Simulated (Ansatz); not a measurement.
The starting structures come from a database of crystals and need not be the phases stable at ambient conditions.

**Evanescent states of SrHI (P4/nmm, not sure to be the ambient phase, 6 atoms a cell, 25.2 Å³ an atom) along the normal of (110)**

All values below come from r2SCAN (plane waves, PAW; Ansatz, a first-principles code).

The gap is the functional's own. No spin-orbit coupling. Mid-gap values are interpolated on the energy grid.

Energies count from the valence-band top; κ is the least over a 6×4 mesh across the current.

```json
[
 {"E (eV)": "0.09", "κ (1/Å)": "0.170", "where": "off Γ"},
 {"E (eV)": "0.27", "κ (1/Å)": "0.295", "where": "off Γ"},
 {"E (eV)": "0.45", "κ (1/Å)": "0.328", "where": "off Γ"},
 {"E (eV)": "0.63", "κ (1/Å)": "0.341", "where": "off Γ"},
 {"E (eV)": "0.81", "κ (1/Å)": "0.353", "where": "off Γ"},
 {"E (eV)": "0.99", "κ (1/Å)": "0.363", "where": "off Γ"},
 {"E (eV)": "1.17", "κ (1/Å)": "0.371", "where": "off Γ"},
 {"E (eV)": "1.35", "κ (1/Å)": "0.378", "where": "off Γ"},
 {"E (eV)": "1.53", "κ (1/Å)": "0.380", "where": "off Γ"},
 {"E (eV)": "1.71", "κ (1/Å)": "0.371", "where": "off Γ"},
 {"E (eV)": "1.89", "κ (1/Å)": "0.360", "where": "off Γ"},
 {"E (eV)": "2.07", "κ (1/Å)": "0.348", "where": "off Γ"},
 {"E (eV)": "2.25", "κ (1/Å)": "0.333", "where": "off Γ"},
 {"E (eV)": "2.43", "κ (1/Å)": "0.316", "where": "off Γ"},
 {"E (eV)": "2.61", "κ (1/Å)": "0.297", "where": "off Γ"},
 {"E (eV)": "2.79", "κ (1/Å)": "0.275", "where": "off Γ"},
 {"E (eV)": "2.97", "κ (1/Å)": "0.249", "where": "off Γ"},
 {"E (eV)": "3.15", "κ (1/Å)": "0.217", "where": "off Γ"},
 {"E (eV)": "3.33", "κ (1/Å)": "0.178", "where": "off Γ"},
 {"E (eV)": "3.51", "κ (1/Å)": "0.122", "where": "off Γ"}
]
```

How thick must the barrier be to attenuate the transmission by 10^6 when the electrodes' Fermi level lies at 1.35 eV, and what attenuation does that film give at 2.07 eV?

d = 6 ln 10 / (2 × 0.378) = 18.3 Å. At 2.07 eV it gives 6 × 0.348/0.378 = 5.5 decades.
